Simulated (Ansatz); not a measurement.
Start from Ga2O3 in the corundum structure (space group R-3c, No. 167; a = 5.058 Å, c = 13.624 Å (hexagonal axes)).

(Cell as relaxed with PBE.)

Levels (all Ansatz, a first-principles code, PAW, earlier PAW set): PBE (420 eV, scalar-relativistic without spin-orbit coupling); r2SCAN (500 eV, no spin-orbit coupling).

Each level relaxes its own structure.

```
base                      PBE   r2SCAN
-------------------  --------  -------
volume per atom      10.06 Å³  9.64 Å³
lattice parameter a   5.058 Å  4.985 Å
band gap              2.41 eV  3.57 eV
```

Modification: every O is replaced by N, then cell and atoms are relaxed.

| quantity | PBE | r2SCAN |
|---|---|---|
| largest site moment | 0.78 μB | [?] |
| magnetic state | ferromagnetic | [?] |
| volume per atom | 10.92 Å³ | [?] |

Given the PBE results, estimate those of r2SCAN.


- largest site moment, r2SCAN: 0.84 μB
- magnetic state, r2SCAN: ferromagnetic
- volume per atom, r2SCAN: 10.60 Å³

PBE's largest site moment lies 0.06 μB below r2SCAN's; PBE's volume per atom lies 0.32 Å³ above r2SCAN's (3.0 %); the two agree on the magnetic state. Neither level is exact; r2SCAN is the comparison here, not a measurement.

Other magnetic orders, which the real material may have, were not ruled out. Whether these cells are dynamically stable was not tested. As relaxed here, Ga2N3 is a hypothetical phase, not in the database extracts checked.
